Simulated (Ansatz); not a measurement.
For TiSi (model structure, started from the TiAs type, P6₃/mmc, No. 194, 8 atoms in the cell), PBEsol (PAW; Ansatz, an electronic-structure program) gives:

lattice constant a: 3.401 Å
lattice parameter c: 12.829 Å

Problem. What does PBE-D3(BJ) (PAW; Ansatz) give for the same quantities?

Solution. 
- lattice constant a: 3.384 Å (drops by 0.5 %)
- lattice parameter c: 12.818 Å (decreases by 0.1 %)

Changes are worked out from the printed values.

Unless a cell is named, each level is at its own relaxed cell (PBEsol 16.06, PBE-D3(BJ) 15.89 Å³/atom).

Ansatz's density-functional and Hartree–Fock values are scalar-relativistic unless marked +SOC, with PAW data made under PBE.

A model structure was made by putting elements into a prototype or built by hand; it is no filed structure, need not be a known phase, and can be a saddle point held by its symmetry.
